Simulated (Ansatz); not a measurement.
Cost and result by functional for the adsorption energy of O on the 1x1 (110) surface of bcc Nb, one in a 2x2 cell, started at the site 'hollow Nb-Nb-Nb', in Ansatz (plane waves, PAW). Single points on the PBE structure, on one kind of machine; costs are rough ratios of the slab run's core time (references not counted) to the cheapest single point. r2SCAN's cost holds its higher cutoff (500 against 420 eV). Differences are taken against r2SCAN for comparison alone: no measured value is at hand, so the table doesn't rank accuracy.

Slab: 17 atoms, 6.8 Å thick at the start under the adsorbate (thin: gaps and levels are the slab's own); k 5x5x1, smearing 0.1 eV, dipole-corrected; 8 atoms held, the rest relaxed; held to the start's symmetry, so lower structures may exist; no spin, no spin-orbit, no U, no dispersion correction. At the end it is bonded to 3 Nb. In PBE it is, or lies within 0.03 eV of, the lowest of the starts that converged. These notes are the PBE run's. Adsorption energies are against ½ O2(g). A negative adsorption energy means that the adsorbate is more stable on the surface than in its reference.

| functional | relative cost | adsorption energy (eV) | less r2SCAN (eV) |
|---|---|---|---|
| RPBE | 1 | -4.36 | 0.62 |
| r2SCAN | 2 | -4.98 | 0.00 |
| PBE (the relaxed run's value) | – | -4.61 | 0.37 |

The values span 0.62 eV, while the single points' costs differ by a factor of roughly 2. Differences are of unrounded values.

Ansatz is an electronic-structure program.
